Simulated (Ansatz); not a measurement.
GaN (model structure, started from the MgO type, Pm-3n, No. 223, 12 atoms in the cell)

All values below come from LDA (Ansatz, a quantum-chemistry and plane-wave program, plane waves, PAW).

Numerical settings: plane-wave cutoff 520 eV, 6×6×6 k mesh, Fermi–Dirac smearing 0.01 eV, scalar-relativistic PAW data made under PBE.

Cell (relaxed at this level):

```cif
data_Ga6N6
_chemical_formula_sum 'Ga6 N6'
_space_group_name_H-M_alt 'Pm-3n'
_space_group_IT_number 223
_space_group_name_Hall '-P 4n 2 3'
_cell_length_a 5.46090
_cell_length_b 5.46090
_cell_length_c 5.46090
_cell_angle_alpha 90.000
_cell_angle_beta 90.000
_cell_angle_gamma 90.000
loop_
_atom_site_label
_atom_site_type_symbol
_atom_site_symmetry_multiplicity
_atom_site_Wyckoff_symbol
_atom_site_fract_x
_atom_site_fract_y
_atom_site_fract_z
_atom_site_occupancy
Ga1 Ga 6 c 0.00000 0.50000 0.25000 1
N1 N 6 d 0.00000 0.25000 0.50000 1
```

```
Property                        Value
--------  ---------------------------
band gap  1.65 eV (on the SCF k mesh)
```

Note: the relaxation could raise the start's symmetry but not lower it, so the cell can be a saddle point.

Spin–orbit coupling is not included.

Static lattice: no zero-point or thermal effects.

It cost roughly 110 core-seconds of CPU time.

A model structure was made by putting elements into a prototype or built by hand; it is no filed structure, need not be a known phase, and can be a saddle point held by its symmetry.
